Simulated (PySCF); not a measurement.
PySCF 2.14.0, unrestricted R2SCAN/def2-svp, df: PGMEA triplet (COCC(C)OC(C)=O), charge 0, multiplicity 3, 21 atoms. The geometry is a generated start, not checked to be a minimum at this level.

```yaml
task: energy
method: r2scan
basis: def2-svp
two_electron_scheme: density fitting
mol.max_memory: 3000 MB
mf.max_cycle: 100
mf.init_guess: minao (default)
mf.DIIS: CDIIS (default)
mf.diis_space: 8 (default)
mf.conv_tol: 1e-09 (default)
mf.grids.level: 3 (default)
basis_functions: 186
grid_points: 244656
```

```xyz
21

C      3.1507     1.0754     0.2170
O      2.1905     0.0890     0.4919
C      0.9421     0.3723    -0.0874
C     -0.0517    -0.7212     0.3215
C      0.4001    -2.0952    -0.1423
O     -1.3246    -0.4541    -0.2765
C     -2.1097     0.4574     0.3069
C     -3.4144     0.5893    -0.4356
O     -1.8080     1.0781     1.2915
H      2.8405     2.0528     0.6076
H      3.3272     1.1695    -0.8624
H      4.0692     0.7623     0.7087
H      1.0221     0.4011    -1.1868
H      0.5686     1.3482     0.2587
H     -0.1617    -0.6945     1.4129
H     -0.3294    -2.8472     0.1454
H      0.5048    -2.1035    -1.2246
H      1.3591    -2.3218     0.3132
H     -3.2176     0.8884    -1.4619
H     -4.0406     1.3281     0.0553
H     -3.9175    -0.3743    -0.4531
```

Charge 0 and multiplicity 3 are set for this test and not shown to be the ground state.

One run each on 2 threads, 1 BLAS thread. Values of level_shift (Hartree) tried: 0 (default), 0.1, 0.3, 1.

Question: How does the count of Fock builds change with level_shift (Hartree), and where is it least?

Answer: Fewest Fock builds: 0 (default) with 21. The count rises to 97 at 0.3. The run ends without SCF convergence in 100 cycles at 1.

```csv
level_shift (Hartree),Fock builds,end
0 (default),21,same solution
0.1,32,same solution
0.3,97,same solution
1,101,no convergence
```
